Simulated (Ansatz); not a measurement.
A zigzag WSe2 nanoribbon, N = 6, bare edges, relaxed period 3.292 Å, atoms relaxed at each strain.

| strain | energy (meV a period) | axial force (nN) |
|---|---|---|
| -0.015 | +45.9 | -3.06 |
| +0.015 | +41.1 | +2.55 |

Computed with PBE (plane waves to 420 eV, PAW; Ansatz, a first-principles code). Mesh 1×1×20. Collinear spin, started with opposed moments, and moments remain. It repeats along c; a and b span vacuum. A hypothetical model, cut from the flat sheet. Only distortions within the start's symmetry and period were free. Values not marked SOC lack spin–orbit coupling. Fermi–Dirac width 0.05 eV. The two edges differ, and the field of the images 11 Å away isn't corrected. Buckling under compression is shut out by symmetry and the short period. Energies are free energies at a Fermi–Dirac width of 0.05 eV, from the unstrained cell.

**Question.** Work out the axial stiffness dF/dε in two ways.

**Answer.** From the forces: (+2.55 − (-3.06))/0.030 = 187 nN. From the energies: (E₊ + E₋)/(ε² c) = 0.0870 eV/(0.015² × 3.292 Å) = 117.5 eV/Å = 188 nN. The two agree to within 1 %.
